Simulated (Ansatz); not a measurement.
An Ansatz (an electronic-structure program) input (r2SCAN+rVV10 in Ansatz (plane waves to 500 eV, PAW, spin-orbit coupling left out)):

Ansatz 0.2 input:
```yaml
crystal:
  lattice:
    - [3.1653835812, 0, 0]
    - [1.5826917906, 2.7413025941, 0]
    - [0, 0, 12.4514957004]
  atoms:
    - { symbol: Mo, position: [0.3333333333, 0.3333333333, 0.25] }
    - { symbol: Mo, position: [0.6666666667, 0.6666666667, 0.75] }
    - { symbol: S, position: [0.3333333333, 0.3333333333, 0.6249053092] }
    - { symbol: S, position: [0.6666666667, 0.6666666667, 0.1249053092] }
    - { symbol: S, position: [0.6666666667, 0.6666666667, 0.3750946908] }
    - { symbol: S, position: [0.3333333333, 0.3333333333, 0.8750946908] }
basis: { ecutwfc: 500, ecutrho_ratio: 4, xc_grid: 4, fft_grid_basis: typed }
kpoints: { mp_grid: { grid: [12, 12, 3] } }
hamiltonian:
  xc: r2scan
  dispersion: rvv10
  pseudopotentials: { kind: paw }
scf: { occupations: { method: fermi_dirac, width: 0.05 } }
relax: { f_tol: 0.005, max_steps: 50, cell: { stress_tol: 0.01, fix: [a, b, gamma] } }
output: { forces: true, stress: true }
checkpoint: { write: state.ck, write_every: 1000 }
```

### Question
Which symmetry and how many k-points will the program report, and about how many plane waves at Γ?

### Answer
Space group P63/mmc (ITA 194) with 24 operations, k-points 38 of 432, and 2745 plane waves at Γ.

### Question
And the final pressure?

### Answer
0.47 GPa (compression positive).

The cells carry an imposed strain or load. Whether these cells are dynamically stable was not tested. The cell was made from MoS₂ in the 2H-MoS2 type structure (space group P6_3/mmc, No. 194; layered, stacked along the Cartesian z axis) by this change: biaxial strain −0.24 %, plane normal [001], relaxed out of plane.
